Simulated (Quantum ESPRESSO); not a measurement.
Parameter sweep on CrP2W (Pmc2_1, 8 atoms in the cell)

```
CrP2W
1.0
    3.23348     0.00000     0.00000
    0.00000     6.20019     0.00000
    0.00000     0.00000     5.61669
Cr P W
2 4 2
Direct
  0.50000   0.93492   0.48813
  0.50000   0.06508   0.98813
  0.50000   0.29835   0.31928
  0.50000   0.70165   0.81928
  0.00000   0.16567   0.68657
  0.00000   0.83433   0.18657
  0.00000   0.55744   0.50601
  0.00000   0.44256   0.00601
```

Base run A: PBEsol, PseudoDojo standard norm-conserving (PBESOL) pseudopotentials (Quantum ESPRESSO), self-consistent single point.

Its settings: ecutwfc = 95 Ry; occupations = smearing; smearing = fermi-dirac; degauss = 0.0073499 Ry; potentials = {Cr: Cr.upf, P: P.upf, W: W.upf}; K_POINTS = automatic 6 3 3 0 0 0; conv_thr = 1e-10 Ry; mixing_beta = 0.5.

The starting cell comes from a database of computed structures (which also holds hypothetical and non-ambient phases and stackings), without a prior relaxation at this level. Its lattice was rescaled by a random factor within 2.5 % of one. Spin polarisation is off, so a magnetic state, if there is one, cannot be reached. In the base run, with a pressure of about -15 GPa the cell is away from its equilibrium volume at this level. Without a gap this mesh is coarse (it stands for a supercell whose shortest vector is 17 Å).

Runs:
- B: input_dft: default → blyp; potentials: PseudoDojo standard norm-conserving (PBE) [BLYP]
- C: input_dft: default → wc; potentials: PseudoDojo standard norm-conserving (PBE) [Wu-Cohen GGA]
- D: input_dft: default → vdw-df2; potentials: PseudoDojo standard norm-conserving (PBE) [vdW-DF2]
- E: input_dft: default → vdw-df-cx; potentials: PseudoDojo standard norm-conserving (PBE) [vdW-DF-cx]
- F: input_dft: default → rvv10; potentials: PseudoDojo standard norm-conserving (PBE) [rVV10]

| run | pressure (GPa) | largest force (eV/Å) |
|---|---|---|
| A | -15.24 | 0.358 |
| B | 1.31 | 0.468 |
| C | -13.29 | 0.342 |
| D | 4.79 | 0.470 |
| E | -12.71 | 0.368 |
| F | -4.76 | 0.334 |

Run F against A: The pressure goes from -15.24 to -4.76 GPa and the largest force goes from 0.358 to 0.334 eV/Å.

Run B against A: The pressure goes from -15.24 to 1.31 GPa and the largest force goes from 0.358 to 0.468 eV/Å.

Left out of this page: 3 runs of the series held back from this collection.
